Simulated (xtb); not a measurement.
xtb 6.7.1, GFN2-xTB: B-trichloroborazine anion (ClB1NB(Cl)NB(Cl)N1), charge -1, multiplicity 2, 12 atoms. The geometry is a generated start, not checked to be a minimum at this level.

```yaml
method: GFN2-xTB
"--acc": 1 (default)
"--etemp (K)": 300 (default)
detailed input (--input): "none: ANC optimiser, Lindh (1995) Hessian, microcycle=20, maxdispl=1.0, hlow=0.01 (default)"
basis_functions: 57
valence_electrons: 49
```

```xyz
12

Cl    -1.6265    -2.5791    -0.8279
B     -0.7358    -1.1649    -0.3886
N     -1.3961     0.0679    -0.1496
B     -0.6871     1.2363     0.2366
Cl    -1.5138     2.7196     0.5305
N      0.7227     1.1449     0.3761
B      1.4250    -0.0668     0.1437
Cl     3.1368    -0.1499     0.3258
N      0.6744    -1.2091    -0.2407
H     -2.3992     0.1148    -0.2517
H      1.2414     1.9666     0.6521
H      1.1581    -2.0802    -0.4064
```

Charge -1 and multiplicity 2 are set for this test and not shown to be the ground state. GFN-xTB has no spin term: --uhf 1 sets the occupations alone.

The structure is relaxed from this start with --opt LEVEL for the levels crude, sloppy, loose, lax, normal, tight, vtight, extreme, once each. Up to the end of the extreme run atoms move by at most 0.68 Å along an axis.

Choose the cheapest level whose final energy lies within 5 meV of that of extreme.

vtight: 30 cycles against 30, ending 0.000 meV above.

| level | cycles | energy above the extreme run (meV) | gradient norm (eV/Å) |
|---|---|---|---|
| crude | 4 | 300 | 0.48 |
| sloppy | 5 | 300 | 0.13 |
| loose | 6 | 300 | 0.019 |
| lax | 6 | 300 | 0.019 |
| normal | 7 | 300 | 0.011 |
| tight | 7 | 300 | 0.011 |
| vtight | 30 | under 0.01 | 0.00075 |
| extreme | 30 | — | 0.00075 |
